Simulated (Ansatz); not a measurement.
The starting structures come from a database of crystals and need not be the phases stable at ambient conditions.

Tunnelling through a barrier is set by its complex band structure: the current falls as exp(−2κd) with the smallest κ.

Consider the following.

```xyz
8
Lattice="3.7393 0.0000 0.0000 0.0000 6.1855 0.0000 0.0000 0.4208 4.5280" Properties=species:S:1:pos:R:3 pbc="T T T"
K      0.9348     4.3648     1.0182
K      2.8045     2.2416     3.5098
H      2.0156     5.6744     3.1739
H      1.7237     0.9319     1.3541
H      0.1459     0.9319     1.3541
H      3.5934     5.6744     3.1739
N      2.8045     5.0290     3.2939
N      0.9348     1.5774     1.2342
```

Space group of this cell: P2_1/m. The cell is taken as given.

Transport runs along the normal of the first two printed cell vectors.

The gap is the functional's own, uncorrected, and κ follows it; spin-orbit coupling is left out. Mid-gap values are interpolated between the computed energies.

Q: Compute, with PBEsol (Ansatz, an electronic-structure program), the band gap and the smallest decay constant κ at mid-gap.

A: Gap 2.10 eV on a 8×6×8 mesh; κ = 0.229 1/Å, at the zone centre.
